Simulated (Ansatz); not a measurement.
Consider BeTe in the zinc blende structure (space group F-43m, No. 216).

```yaml
crystal:
  lattice:
    - [0.00000, 2.80220, 2.80220]
    - [2.80220, 0.00000, 2.80220]
    - [2.80220, 2.80220, 0.00000]
  atoms:
    - { symbol: Te, position: [0.75000, 0.75000, 0.75000] }
    - { symbol: Be, position: [0.00000, 0.00000, 0.00000] }
```

Cartesian axes are those of the cell as printed.

Level of theory: DFT with PBEsol, PAW potentials and a 420 eV plane-wave cutoff in Ansatz (an electronic-structure program), no spin-orbit coupling.

For the base:

```
Quantity                             Value
---------------------  -------------------
Valence-band top at Γ  0.00, 0.00, 0.00 eV
Smallest direct gap                3.61 eV
```

Now apply this change: biaxial strain +0.55 %, plane normal [111], relaxed out of plane (Cartesian); in-plane vectors clamped, the third vector and the atoms free.

### Question
Estimate the effect on the valence-band top at Γ and smallest direct gap.

### Answer
The valence-band top at Γ (three highest levels, from the VBM) goes from 0.00, 0.00, 0.00 eV to 0.00, -0.06, -0.06 eV; the smallest direct gap decreases by 0.06 eV (3.61 eV → 3.55 eV).

With Te present, leaving out spin-orbit coupling can change the band edges. Whether these cells are dynamically stable was not tested.
